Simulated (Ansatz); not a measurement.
Start from KBr in the rock salt structure (space group Fm-3m, No. 225; a = 6.549 Å). Axes: x, y, z lie along the cube axes.

Calculations: PBEsol (Ansatz, an electronic-structure program), spin-orbit coupling left out.

Before the change:

- Shortest interatomic distance: 3.275 Å

Perturbation: tensile biaxial strain of 1.67 % in the plane normal to [111], as in epitaxy on a mismatched substrate; the out-of-plane cell vector and the atoms relax.

**Question.** Predict the new energy relative to the base, shortest interatomic distance and out-of-plane strain.

**Answer.** The energy goes up by 1.2 meV/atom; the shortest interatomic distance increases by 0.017 Å (3.275 Å → 3.292 Å); the out-of-plane strain is -1.81 %.

Stability against distortions was not tested.
